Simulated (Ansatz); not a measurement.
Cubic perovskite CsSnI3 (cubic high-temperature phase)

Computed with LDA (Ansatz, a first-principles code, plane waves, PAW).

Numerical settings: plane-wave cutoff 500 eV, 6×6×6 k mesh, gaussian smearing 0.02 eV, scalar-relativistic PAW data made under PBE.

Cell: relaxed at this level.

For cubic perovskite CsSnI3 (cubic high-temperature phase), the equilibrium volume per atom comes out as 43.95 Å³/atom, the lattice parameter a is 6.035 Å and the band gap comes out as zero (no gap).

Note: the relaxation could not lower the start's symmetry, so the cell can be a saddle point above a distorted one.

Spin–orbit coupling is not included.

Static lattice: no zero-point or thermal effects.

Cost on a shared machine: very roughly 80 core-seconds.
